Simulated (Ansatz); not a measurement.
A computed series for hypothetical fluorite HfGe2: pressure series

Consider HfGe2 in the fluorite structure (space group Fm-3m, No. 225; a = 6.4517 Å; a hypothetical phase, not in the database extracts checked).

Cell and atoms are relaxed at each pressure.

Computed with plane-wave PAW DFT at the PBE level (Ansatz, a first-principles code, 420 eV), without spin-orbit coupling, earlier PAW set.

```
P (GPa)  V (Å³/atom)
-------  -----------
-2.02         22.996
-1.02         22.679
1.80          21.893
4.20          21.316
9.00          20.348
17.99         18.960
29.99         17.637
44.99         16.426
60.00         15.479
```

Task: Fit a third-order Birch–Murnaghan equation of state.

Result: Least squares on P(V) = (3B₀/2)[(V₀/V)^(7/3) − (V₀/V)^(5/3)]·[1 + (3/4)(B₀′ − 4)((V₀/V)^(2/3) − 1)] gives V₀ = 22.38 Å³/atom, B₀ = 79 GPa and B₀′ = 3.9.

Load acts through the strain it causes; cell and atoms are relaxed under it. No phonon test of stability was made. Competing high-pressure phases were not computed. The final runs are not spin-polarised. HfGe2 has a high density of states at the Fermi level and may be magnetic at this level.
